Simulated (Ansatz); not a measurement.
Base system: As (space group R-3m, No. 166; layered; relaxed with 0.1 eV smearing).

```
As
1.0
    1.87245     1.08106     3.25153
   -1.87245     1.08106     3.25153
    0.00000    -2.16212     3.25153
As
2
Direct
  0.23281   0.23281   0.23281
  0.76719   0.76719   0.76719
```

Cartesian axes are those of the cell as printed.

Level of theory: PBEsol-D3(BJ) (Ansatz, a quantum-chemistry and plane-wave program; PAW; 420 eV plane waves; no SOC).

Strains are applied to the cell and any free atomic positions relax; under biaxial strain the out-of-plane vector relaxes too; under stress the whole cell relaxes.

One change was made to it. Results:

The energy rises by 0.5 meV/atom; the shortest interatomic distance is nearly the same (251.8 pm against 251.7 pm).

### Question
Name the change that was made.
A. biaxial strain +3.63 %, plane normal [001], relaxed out of plane
B. tensor shear ε_yz = −0.56 %
C. isotropic strain +2.88 %
D. uniaxial stress, 2 GPa compression along x

### Answer
B, tensor shear ε_yz = −0.56 %. For comparison, the energy relative to the base in the other runs: isotropic strain +2.88 % gives +30 meV/atom; uniaxial stress, 2 GPa compression along x gives +2.5 meV/atom; biaxial strain +3.63 %, plane normal [001], relaxed out of plane gives +27 meV/atom.

Beyond what the load breaks, stability against distortions was not tested.
